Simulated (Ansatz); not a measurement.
Band structure of TaAl3 (I4/mmm, 4 atoms in the cell).

```
TaAl3
1.0
   -1.91710     1.91710     4.25129
    1.91710    -1.91710     4.25129
    1.91710     1.91710    -4.25129
Ta Al
1 3
Cartesian
  0.00000   0.00000   0.00000
  0.00000   0.00000   4.25129
  0.00000   1.91710   2.12565
  1.91710   0.00000   2.12565
```

Method: PBEsol, default PAW files made with PBE (plane waves; Ansatz, a first-principles code).

Settings: basis.ecutwfc = 30.9 Ry; kpoints.mp_grid.grid = 11 11 11; hamiltonian.xc = pbesol; hamiltonian.pseudopotentials = {kind: paw} (the program's default PAW files); scf.occupations.method = gaussian; scf.occupations.width = 0.0073 Ry; kpoints.band_path.npoints = 8.

The starting cell comes from a database of computed structures (which also holds hypothetical and non-ambient phases and stackings), without a prior relaxation at this level. Spin-orbit coupling is off. Spin polarisation is off.

Levels in eV from the Fermi level, bands 8 to 14:
```csv
point,8,9,10,11,12,13,14
Γ,-2.89,-2.25,-2.25,0.16,1.31,1.31,1.77
X,-4.18,-3.42,-3.06,-2.15,1.11,2.09,2.47
Y,-4.53,-2.90,-2.31,-2.00,1.47,1.66,2.05
S,-2.20,-1.83,-1.39,-0.23,1.24,1.91,2.57
Z,-1.36,-1.36,-1.30,-0.03,-0.03,0.37,2.91
S1,-2.20,-1.83,-1.39,-0.23,1.24,1.91,2.57
N,-3.27,-2.27,-1.33,-0.32,1.61,1.62,2.55
P,-5.09,-2.64,-2.64,-1.66,-0.19,1.44,2.09
Y1,-4.53,-2.90,-2.31,-2.00,1.47,1.66,2.05
```

Bands cross the Fermi level along this path, so the cell is metallic at this level.

Keys are those of Ansatz 0.2.
